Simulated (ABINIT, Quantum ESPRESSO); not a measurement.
A Quantum ESPRESSO input for a self-consistent single point of Ga (Cmce, 4 atoms in the cell) (DFT, PBE, plane waves, PseudoDojo standard norm-conserving (PBE) pseudopotentials):

```fortran
&CONTROL
  calculation = 'scf'
  prefix = 'Ga'
  outdir = './tmp'
  pseudo_dir = './'
  tprnfor = .true.
  tstress = .true.
/
&SYSTEM
  ibrav = 0
  nat = 4
  ntyp = 1
  ecutwfc = 80
  occupations = 'smearing'
  smearing = 'gauss'
  degauss = 0.019992
/
&ELECTRONS
  conv_thr = 1.0d-10
/
ATOMIC_SPECIES
Ga    69.7230  Ga.upf
ATOMIC_POSITIONS {crystal}
Ga    0.6557000000    0.3443000000    0.4154000000
Ga    0.3443000000    0.6557000000    0.5846000000
Ga    0.8443000000    0.1557000000    0.9154000000
Ga    0.1557000000    0.8443000000    0.0846000000
K_POINTS {automatic}
7 7 6  0 0 0
CELL_PARAMETERS {angstrom}
   2.1925350000    -3.7587210000     0.0000000000
   2.1925350000     3.7587210000     0.0000000000
   0.0000000000     0.0000000000     4.5072120000
```

Task: Translate this input to ABINIT.

Result: This is the input that was run; spellings and numerical settings could be chosen otherwise.

```
# Ga, JTH v2.0 PBE PAW
pp_dirpath "./"
pseudos "Ga.GGA_PBE-JTH.xml"
acell 3*1.0
rprim
         4.1432906687   -7.1029532689    0.0000000000
         4.1432906687    7.1029532689    0.0000000000
         0.0000000000    0.0000000000    8.5173962656
natom 4
ntypat 1
znucl 31
typat 1 1 1 1
xred
         0.6557000000    0.3443000000    0.4154000000
         0.3443000000    0.6557000000    0.5846000000
         0.8443000000    0.1557000000    0.9154000000
         0.1557000000    0.8443000000    0.0846000000
ecut 20 Ha
pawecutdg 40 Ha
pawxcdev 0
ixc 11
occopt 7
tsmear 0.00999582
nband 34
kptopt 1
ngkpt 7 7 6
nshiftk 1
shiftk 0 0 0
nstep 60
tolvrs 1.0e-12
prtwf 0
prtden 0
enunit 1
```

Basis settings and potentials, where a program has them, do not carry over. This input uses DFT, PBE, plane waves, PAW (JTH v2.0 PBE PAW).

The starting cell comes from a database of computed structures (which also holds hypothetical and non-ambient phases and stackings), without a prior relaxation at this level. Its lattice was rescaled by a random factor within 2.5 % of one.
